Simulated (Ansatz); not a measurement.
The reference is Sn in the diamond structure (space group Fd-3m, No. 227; a = 6.656 Å; relaxed with 0.1 eV smearing). Axes: x, y, z lie along the cube axes.

Level of theory: plane-wave PAW DFT at the PBE level (Ansatz, a program for electronic structure, 420 eV), spin-orbit coupling left out.

It is then changed as follows: an isotropic linear strain of −1.50 %, atoms relaxed at fixed cell.

Predict the stress tensor and what it implies for the stiffness.

Stress of the strained cell less that of the base (GPa, compression positive):
```
    1.8     0.0     0.0
    0.0     1.8     0.0
    0.0     0.0     1.8
```

Then B = −ΔP/(ΔV/V₀) with ΔV/V₀ = -0.0443 gives secant stiffness values (nonlinear terms included at this strain): B ≈ 41 GPa.

As a check, the harmonic strain energy −½ V₀ Δσ:ε is 9.3 meV/atom; the computed energy rise is 8.8 meV/atom.

No phonon test of stability was made.
